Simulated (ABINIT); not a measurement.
A self-consistent single point of Nb (Im-3m, 1 atom in the cell) with ABINIT.

Method: PBE, norm-conserving pseudopotentials (PseudoDojo nc-sr-05 PBE standard) (plane waves; ABINIT 10.0.3).

```xyz
1
Lattice="-1.6583 1.6583 1.6583 1.6583 -1.6583 1.6583 1.6583 1.6583 -1.6583" Properties=species:S:1:pos:R:3 pbc="T T T"
Nb     0.0000     0.0000     0.0000
```

Reference input (self-consistent single point, DFT, PBE, plane waves, norm-conserving pseudopotentials (PseudoDojo nc-sr-05 PBE standard)): pseudos = [Nb.upf]; ecut = 41 Ha; occopt = 3; tsmear = 0.00367493 Ha; ngkpt = 8 8 8; nshiftk = 1; shiftk = 0 0 0; potentials = PseudoDojo nc-sr-05 PBE standard; nband = 12; kptopt = 1; nstep = 60; tolvrs = 1e-10. This run's input differs from it in these lines:

```diff
@@ -14,7 +14,7 @@
 ecut 41
-occopt 3
-tsmear 0.00367493
+occopt 6
+tsmear 0.01837466
 nband 12
 kptopt 1
-ngkpt 8 8 8
+ngkpt 13 13 13
 nshiftk 1
```

Output (repeated stretches shortened):

```
--- !BeginCycle
solver: {iscf: 7, nstep: 60, nline: 4, wfoptalg: 0, }
tolerances: {tolvrs: 1.00E-10, }
...

     iter   Etot(hartree)      deltaE(h)  residm     vres2
 ETOT  1  -62.253591647643    -6.225E+01 2.745E-01 8.253E+01
 ETOT  2  -62.284056216302    -3.046E-02 7.801E-02 1.183E+01
 ETOT  3  -62.286299028301    -2.243E-03 2.915E-03 2.176E-03
 ETOT  4  -62.286300329342    -1.301E-06 1.504E-03 4.606E-05
 ETOT  5  -62.286300336591    -7.249E-09 2.471E-04 4.330E-07
 ETOT  6  -62.286300336654    -6.287E-11 3.160E-04 2.543E-10
 ETOT  7  -62.286300336656    -1.720E-12 9.590E-05 2.622E-12
 At SCF step    7       vres2   =  2.62E-12 < tolvrs=  1.00E-10 =>converged.

 Cartesian components of stress tensor (hartree/bohr^3)
  sigma(1 1)=  3.51818448E-05  sigma(3 2)=  0.00000000E+00
  sigma(2 2)=  3.51818448E-05  sigma(3 1)=  0.00000000E+00
  sigma(3 3)=  3.51818448E-05  sigma(2 1)=  0.00000000E+00

 ----iterations are completed or convergence reached----

 reduced coordinates (array xred) for    1 atoms
       0.000000000000      0.000000000000      0.000000000000
 cartesian forces (eV/Angstrom) at end:
    1     -0.00000000000000    -0.00000000000000    -0.00000000000000
 frms,max,avg= 0.0000000E+00 0.0000000E+00   0.000E+00  0.000E+00  0.000E+00 e/A
 length scales=  5.427620828100  5.427620828100  5.427620828100 bohr
              =  2.872173239099  2.872173239099  2.872173239099 angstroms
   [... lines left out ...]
 Fermi (or HOMO) energy (eV) =  14.28247   Average Vxc (eV)= -12.79323
   [... lines left out ...]
total_energy        : -6.22863003366560E+01
total_energy_eV     : -1.69489642767999E+03
band_energy         : -4.16201129335953E+00
...

-Cartesian components of stress tensor (GPa)         [Pressure= -1.0351E+00 GPa]
- sigma(1 1)=  1.03508544E+00  sigma(3 2)=  0.00000000E+00
- sigma(2 2)=  1.03508544E+00  sigma(3 1)=  0.00000000E+00
- sigma(3 3)=  1.03508544E+00  sigma(2 1)=  0.00000000E+00

 Calculation completed.
```

The run converged in 7 iterations. Against the reference run the free energy goes up by 40.9 meV/atom and the pressure goes from -0.47 to -1.04 GPa.

The starting cell has typed, rounded lattice constants, without a prior relaxation at this level. Its lattice was rescaled by up to half a per cent. Spin polarisation is off.
